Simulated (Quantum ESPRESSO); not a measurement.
Worked example: self-consistent single point of CaAl2Zn2 (I4mm, 5 atoms in the cell) in Quantum ESPRESSO.

Method of the run: LDA (PZ), PSlibrary ultrasoft (LDA) pseudopotentials (plane waves; Quantum ESPRESSO).

```
Ca(AlZn)2
1.0
   -2.05088     2.05088     5.72521
    2.05088    -2.05088     5.72521
    2.05088     2.05088    -5.72521
Ca Al Zn
1 2 2
Cartesian
  0.00000   0.00000   0.05000
  2.05088   0.00000   2.86260
  0.00000   2.05088   2.86260
  0.00000   0.00000   4.48708
  0.00000   0.00000   6.96334
```

Reference input (self-consistent single point, DFT, LDA (PZ), plane waves, PSlibrary ultrasoft (LDA) pseudopotentials): ecutwfc = 50 Ry; ecutrho = 300 Ry; occupations = smearing; smearing = gauss; degauss = 0.0073499 Ry; K_POINTS = automatic 5 5 5 0 0 0; conv_thr = 1e-10 Ry; mixing_beta = 0.3. This run's input differs from it in these lines:

```diff
@@ -15,3 +15,3 @@
  smearing = 'gauss',
- degauss = 0.0073499,
+ degauss = 0.073499,
 /
@@ -32,3 +32,3 @@
 K_POINTS {automatic}
-5 5 5  0 0 0
+8 8 8  0 0 0
 CELL_PARAMETERS {bohr}
```

Output (repeated stretches shortened):

```
     Self-consistent Calculation

     iteration #  1     ecut=    50.00 Ry     beta= 0.30

     Threshold (ethr) on eigenvalues was too large:
     Diagonalizing with lowered threshold

     c_bands:  1 eigenvalues not converged
     c_bands:  1 eigenvalues not converged
     c_bands:  2 eigenvalues not converged
     c_bands:  1 eigenvalues not converged

     total energy              =    -381.32189295 Ry
     estimated scf accuracy    <       0.02831546 Ry

     iteration #  2     ecut=    50.00 Ry     beta= 0.30

     total energy              =    -381.32034988 Ry
     estimated scf accuracy    <       0.01050007 Ry

     iteration #  3     ecut=    50.00 Ry     beta= 0.30
     c_bands:  1 eigenvalues not converged

     total energy              =    -381.32177365 Ry
     estimated scf accuracy    <       0.00088316 Ry

   [... 8 blocks of this kind left out ...]

     iteration # 12     ecut=    50.00 Ry     beta= 0.30
     c_bands:  1 eigenvalues not converged

     total energy              =    -381.32194793 Ry
     estimated scf accuracy    <          2.8E-10 Ry

     iteration # 13     ecut=    50.00 Ry     beta= 0.30
     c_bands:  1 eigenvalues not converged
     End of self-consistent calculation

     the Fermi energy is     7.9179 ev

!    total energy              =    -381.32194793 Ry
     estimated scf accuracy    <          7.4E-11 Ry
     smearing contrib. (-TS)   =      -0.06535782 Ry
     internal energy E=F+TS    =    -381.25659011 Ry

     convergence has been achieved in  13 iterations

     Forces acting on atoms (cartesian axes, Ry/au):

     atom    1 type  1   force =    -0.00000000   -0.00000000   -0.00445710
     atom    2 type  2   force =    -0.00000000    0.00000000    0.00138292
     atom    3 type  2   force =     0.00000000    0.00000000    0.00138292
     atom    4 type  3   force =     0.00000000    0.00000000    0.00046873
     atom    5 type  3   force =    -0.00000000   -0.00000000    0.00122254

     Total force =     0.005040     Total SCF correction =     0.000054

          total   stress  (Ry/bohr**3)                   (kbar)     P=      -47.28
  -0.00028412  -0.00000000  -0.00000000          -41.80       -0.00       -0.00
  -0.00000000  -0.00028412  -0.00000000           -0.00      -41.80       -0.00
  -0.00000000   0.00000000  -0.00039592           -0.00        0.00      -58.24

   JOB DONE.
```

The run converged in 13 iterations. Against the reference run the free energy goes down by 110 meV/atom, the pressure goes from -5.19 to -4.73 GPa and the largest force moves little (0.118 to 0.115 eV/Å). The full log also holds: “c_bands:  2 eigenvalues not converged”.

The starting cell comes from a database of computed structures (which also holds hypothetical and non-ambient phases and stackings), without a prior relaxation at this level. Its lattice was rescaled by up to half a per cent. One atom was moved a little off its site on purpose. With a pressure of about -5 GPa the cell is away from its equilibrium volume at this level.

Cost on one core of a shared machine: roughly 6 min.
